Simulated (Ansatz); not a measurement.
A zone-centre phonon calculation of LaCu (Pnma, 8 atoms in the cell) with Ansatz (a program for electronic structure).

Level of theory: LDA (PW92), default PAW files made with PBE (plane waves; Ansatz).

```yaml
crystal:
  lattice:
    - [7.55284, 0.00000, 0.00000]
    - [0.00000, 4.60795, 0.00000]
    - [0.00000, 0.00000, 5.60478]
  atoms:
    - { symbol: La, position: [0.67608, 0.25000, 0.39430] }
    - { symbol: La, position: [0.32392, 0.75000, 0.60570] }
    - { symbol: La, position: [0.82392, 0.75000, 0.89430] }
    - { symbol: La, position: [0.17608, 0.25000, 0.10570] }
    - { symbol: Cu, position: [0.53201, 0.25000, 0.89602] }
    - { symbol: Cu, position: [0.46799, 0.75000, 0.10398] }
    - { symbol: Cu, position: [0.96799, 0.75000, 0.39602] }
    - { symbol: Cu, position: [0.03201, 0.25000, 0.60398] }
```

Reference input (self-consistent single point, DFT, LDA (PW92), plane waves, default PAW files made with PBE): basis.ecutwfc = 420 eV; kpoints.mp_grid.grid = 3 5 4; hamiltonian.xc = lda; hamiltonian.pseudopotentials = {kind: paw} (the program's default PAW files); scf.occupations.method = gaussian; scf.occupations.width = 0.1 eV. This run's input differs from it in these lines:

```diff
@@ -26,7 +26,5 @@
     method: gaussian
-    width: 0.1
-output:
-  forces: true
-  eigenvalues: true
-  stress: true
+    width: 0.05
+phonons:
+  method: dfpt
```

Output, abridged:

```
SCF iter   1: F=—  HF=-50528.231831 eV  |F-HF|=—  |Δ(HF+E_count)|=         —  Δρ=1.07e-2  dr2=1.01e-1  ethr=1.77e-3  ⟨swp⟩=7.9  Hψ=7260  notcnv=0
all-band conjugate gradients solve this SCF's bands
preconditioner: auto → Kerker (q_TF=auto, 2.516 Å⁻¹)
SCF iter   2: F=—  HF=-50528.240303 eV  |F-HF|=—  |Δ(HF+E_count)|=   8.47e-3  Δρ=9.88e-3  dr2=1.73e-1  ethr=8.45e-5  ⟨swp⟩=3.2  Hψ=3251  notcnv=0  defer=122
   [... lines left out ...]
SCF iter   9: F=—  HF=-50528.208230 eV  |F-HF|=—  |Δ(HF+E_count)|=   6.51e-8  Δρ=2.85e-6  dr2=2.29e-8  ethr=3.22e-10  ⟨swp⟩=2.1  Hψ=2169  notcnv=0  defer=122
SCF iter  10: F=—  HF=-50528.208230 eV  |F-HF|=—  |Δ(HF+E_count)|=   5.11e-9  Δρ=3.16e-7  dr2=3.30e-10  ethr=1.91e-11  ⟨swp⟩=2.0  Hψ=2392  notcnv=0  defer=122
SCF iter  11: F=—  HF=-50528.208230 eV  |F-HF|=—  |Δ(HF+E_count)|=  9.46e-11  Δρ=1.42e-7  dr2=3.84e-11  ethr=1.00e-12  ⟨swp⟩=2.0  Hψ=1783  notcnv=0  defer=122
SCF iter  12: F=-50528.208230 eV  HF=-50528.208230 eV  |F-HF|=0.00e0  |Δ(HF+E_count)|=  2.18e-11  Δρ=4.48e-8  dr2=3.86e-12  ethr=1.00e-12  ⟨swp⟩=17.1  Hψ=9777  notcnv=0
SCF 1 converged in 12 iterations: F = -50528.208230 eV  dr2 = 3.86e-12
DFPT response loops at Γ: preconditioner auto → Kerker (q_TF=auto, 2.516 Å⁻¹) (partly filled bands, converged f_vac=0.000) …
Free energy (F): -50528.208230 eV
Internal energy: -50528.199469 eV  (E = F + TS)
E sigma→0 (E₀):  -50528.203849 eV
Entropy (-TS):   -0.008762 eV (-1.095 meV/atom)
Fermi energy:    12.190900 eV
--- Phonons (Γ-DFPT): 6 representative perturbations + reference, on 21 of 60 k-points (Σ response iterations 26) ---
  k mesh reduced under 2 symmetry operations, with k and −k counted as one. Each operation leaves every solved displacement unchanged or reverses it
  ASR residual: 2.514e-4 → 0.000e0 eV/Å²; symmetrization residual: 3.759e-6 eV/Å²
  ASR residual per site (eV/Å²): 2.76e-5 2.76e-5 2.76e-5 2.76e-5 2.51e-4 2.51e-4 2.51e-4 2.51e-4
  Γ frequencies (cm⁻¹): 0.00 0.00 0.00 49.29 60.20 69.66 74.26 75.33 76.31 81.01 85.75 90.36 93.86 100.87 107.28 110.08 110.39 121.10 126.10 127.98 128.75 130.93 135.45 136.76
  non-analytic LO–TO correction: not included (Born effective charges unavailable; polar crystals: no LO–TO splitting at Γ)
```

The run converged in 12 iterations. 

Summary of the result:
```
Quantity                                                                                                                                                  Result
--------------------------------------------------------  ------------------------------------------------------------------------------------------------------
Free energy E − TS (on the zero of these files)                                                                                                   -50528.2082 eV
Fermi level (on the code's own zero)                                                                                                                    12.19 eV
Zone-centre frequencies (cm⁻¹; negative means imaginary)  0, 0, 0, 49, 60, 70, 74, 75, 76, 81, 86, 90, 94, 101, 107, 110, 110, 121, 126, 128, 129, 131, 135, 137
```

The starting cell comes from a database of computed structures (which also holds hypothetical and non-ambient phases and stackings), without a prior relaxation at this level. Its lattice was rescaled by up to half a per cent. Spin polarisation is off.

Cost on one core of a shared machine: roughly 4 min.

Keys are those of Ansatz 0.2.
